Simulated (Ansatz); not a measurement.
The reference is ZnSiP2 in the chalcopyrite structure (space group I-42d, No. 122; a = 5.419 Å, c = 10.539 Å).

All numbers come from PBE (Ansatz, a program for electronic structure; PAW; 420 eV plane waves; scalar-relativistic without spin-orbit coupling).

One change was made to it. Results:

The band gap falls by 0.60 eV, from 1.36 eV to 0.76 eV; the shortest interatomic distance falls by 14.24 pm, from 227.2 pm to 212.9 pm.

Q: What was done to the base?
A. pressure 3 GPa
B. pressure 100 GPa
C. pressure −1 GPa
D. pressure 7 GPa
E. pressure 30 GPa

A: E, pressure 30 GPa. For comparison, the band gap in the other runs: pressure 7 GPa gives 1.19 eV; pressure −1 GPa gives 1.38 eV; pressure 100 GPa gives zero; pressure 3 GPa gives 1.28 eV.

The mesh was chosen for an insulator and is coarse for the gapless case. From pressure 100 GPa on, the axis ratios lie over 15 % from the base's, so the cell there is far from its starting form. Load acts through the strain it causes; cell and atoms are relaxed under it. Whether these cells are dynamically stable was not tested. No other phases were tried under pressure. The final runs are not spin-polarised.
